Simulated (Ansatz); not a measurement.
CaTiO$_{3}$ (Pm-3m), PBEsol, rigid bands run with Ansatz (a quantum-chemistry and plane-wave program): N_c = 7.28e19 cm⁻³ at 300 K and an electron conductivity mass of 0.611 mₑ.

**Question.** For 1e16 electrons per cm³ at 300 K, place the Fermi level, estimate the Seebeck coefficient of a parabolic band with constant τ, and give mobility and conductivity for τ = 20 fs.

**Answer.** The level lies k_BT ln(N_c/n) = 0.230 eV below the conduction-band minimum. S ≈ −(k_B/e)[ln(N_c/n) + 5/2] = -982 μV/K, against -979 μV/K from the full bands (mean over directions). μ = eτ/m = 57.6 cm²/(V·s) and σ = neμ = 0.0922 S/cm. τ is assumed, not computed.

Band transport and this doping are assumed; polarons and phonon drag are left out. Spin-orbit coupling is left out.

CaTiO3 (Pm-3m): a high-temperature phase held by its symmetry.
